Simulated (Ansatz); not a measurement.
# Variants of one calculation on Rh₂O₃ (R-3c, 10 atoms in the cell)

```xyz
10
Lattice="2.5716 1.4847 4.6292 -2.5716 1.4847 4.6292 0.0000 -2.9694 4.6292" Properties=species:S:1:pos:R:3 pbc="T T T"
Rh     0.0000     0.0000    11.7931
Rh     0.0000     0.0000     2.0944
Rh     0.0000     0.0000     9.0381
Rh     0.0000     0.0000     4.8494
O     -1.0294    -1.4847     5.7865
O      1.0294     1.4847     8.1010
O      1.8005    -0.1491     5.7865
O     -1.8005     0.1491     8.1010
O     -0.7711     1.6338     5.7865
O      0.7711    -1.6338     8.1010
```

Base run A: HSE06, default PAW files made with PBE (Ansatz, an electronic-structure program), self-consistent single point.

Its settings: basis.ecutwfc = 30.9 Ry; kpoints.mp_grid.grid = 4 4 4; kpoints.mp_grid.shift = 0.5 0.5 0.5; hamiltonian.xc = hse06; hamiltonian.pseudopotentials = {kind: paw} (the program's default PAW files); scf.occupations.method = fixed.

The starting cell comes from a database of computed structures (which also holds hypothetical and non-ambient phases and stackings), without a prior relaxation at this level. In the base run, with a pressure of about -5 GPa the cell is away from its equilibrium volume at this level. Ansatz's pressure includes its estimate of the finite-basis (Pulay) stress. The shifted mesh does not hold Γ, so a gap read on it misses any band edge there.

ΔF is the free energy per atom less that of run A. A dash stands where there is no value to compare (another energy zero or no entropy term, no result, no spin, no clean gap, or a mesh too coarse for one). Absolute energies have different zeros for different potentials, functionals, Hubbard and dispersion terms and are not compared across them.

Run A gave: pressure (GPa) -5.47; largest force (eV/Å) 0.614; gap on the mesh (eV) 2.629.

Runs:
- B: hamiltonian.xc: hse06 → pbesol [PBEsol]
- C: hamiltonian.xc: hse06 → pbe0 [PBE0]
- D: scf.convergence.dr2_threshold: default (1e-07 eV) → 0.0001 eV
- E: scf.mixing.preconditioner: default (the program chose none) → none

Q: What does run C change against A?

A: The pressure goes from -5.47 to -5.27 GPa, the largest force stays at 0.614 eV/Å and the gap on the mesh goes from 2.629 to 3.405 eV.

Q: What does run B change against A?

A: The pressure goes from -5.47 to -4.55 GPa, the largest force goes from 0.614 to 0.054 eV/Å and the gap on the mesh goes from 2.629 to 0.677 eV.

```csv
run,ΔF (meV/atom),pressure (GPa),largest force (eV/Å),gap on the mesh (eV)
A,0.00,-5.47,0.614,2.629
B,–,-4.55,0.054,0.677
C,–,-5.27,0.614,3.405
D,0.00,-5.47,0.614,2.629
E,0.00,-5.47,0.614,2.629
```

Keys are those of Ansatz 0.2.
